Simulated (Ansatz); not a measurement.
The reference is WSe₂ in the 2H-MoS2 type structure (space group P6_3/mmc, No. 194; layered, stacked along the Cartesian z axis).

```
CELL_PARAMETERS angstrom
      3.29952     0.00000     0.00000
     -1.64976     2.85747     0.00000
      0.00000     0.00000    13.14745
ATOMIC_POSITIONS crystal
  W  0.33333 0.66667 0.25000
  W  0.66667 0.33333 0.75000
  Se 0.33333 0.66667 0.62334
  Se 0.66667 0.33333 0.12334
  Se 0.66667 0.33333 0.37666
  Se 0.33333 0.66667 0.87666
```

Cartesian axes are those of the cell as printed.

The values are results of r2SCAN+rVV10/PAW in Ansatz (a first-principles code), spin-orbit coupling left out, earlier PAW set, not measurements.

Perturbation: the cell is compressed by 3.22 % along z with no lateral relaxation; the atoms relax in the strained cell.

**Question.** Predict the stress tensor and what it implies for the stiffness.

**Answer.** Stress of the strained cell less that of the base (GPa, compression positive):
```
   0.49    0.00    0.00
   0.00    0.49    0.00
   0.00    0.00    2.14
```

Then −Δσ_ii/ε with ε = -0.0322 gives secant stiffness values (nonlinear terms included at this strain): C33 ≈ 66 GPa, C13 ≈ 15 GPa and C23 ≈ 15 GPa.

Stability against distortions was not tested.
